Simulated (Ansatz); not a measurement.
The reference is Mg₂Ge in the anti-fluorite structure (space group Fm-3m, No. 225; a = 6.3644 Å). Axes: x, y, z lie along the cube axes.

Calculations: Kohn–Sham DFT with the PBEsol functional, run in Ansatz (a first-principles code) with PAW and 420 eV plane waves, no spin-orbit coupling.

Strains are applied to the cell and any free atomic positions relax.

One change was made to it. Results:

```csv
quantity,base,after
energy relative to the base (free energy F),0 meV/atom,+8.5 meV/atom
band gap,0.08 eV,zero
"pressure (mean of the normal stresses, compression positive)",0.0 GPa,0.1 GPa
```

### Question
Name the change that was made.
(A) isotropic strain −1.42 %
(B) tensor shear ε_xz = +2.74 %
(C) uniaxial strain ε_zz = +4.73 %

### Answer
B, tensor shear ε_xz = +2.74 %. For comparison, the energy relative to the base in the other runs: uniaxial strain ε_zz = +4.73 % gives +16 meV/atom; isotropic strain −1.42 % gives +6.7 meV/atom.

No phonon test of stability was made. The final runs are not spin-polarised. Gaps under 0.05 eV, about the width of the smearing, are given as zero. The zero or small gap of Mg2Ge can change with the level of theory.
